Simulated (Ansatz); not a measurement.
The starting structures come from a database of crystals and need not be the phases stable at ambient conditions.

 Where the default PAW files enter, the runs use the earlier of Ansatz's two default sets.

By PBEsol, the system below comes out a metal.

The ballistic (Sharvin) conductance counts the channels at the Fermi level: G/A = (e²/h) × channels of both spins per area.

Data:

```
TiSi
1.0
    4.99348     0.00000     0.00000
    0.00000     7.45645     0.00000
    0.00000     1.76888     3.17185
Ti Si
4 4
Cartesian
  3.13700   4.05569   2.93612
  1.85648   5.16964   0.23573
  0.64026   2.32585   1.82166
  4.35322   6.89948   1.35019
  0.72206   4.80503   2.51822
  4.27142   4.42030   0.65362
  3.21880   1.57651   2.23955
  1.77468   7.64882   0.93230
```

Space group of this cell: Pnma. The cell is taken as given; by PBEsol its mean pressure is -2.6 GPa.

The current flows along the normal of the first two printed cell vectors. No spin-orbit coupling; the value is a mean over 0.1 eV about the Fermi level.

Task: Give the ballistic conductance per area that PBEsol (Ansatz, a quantum-chemistry and plane-wave program) yields.

Result: 0.25 × 10¹⁵ S/m² for both spins.
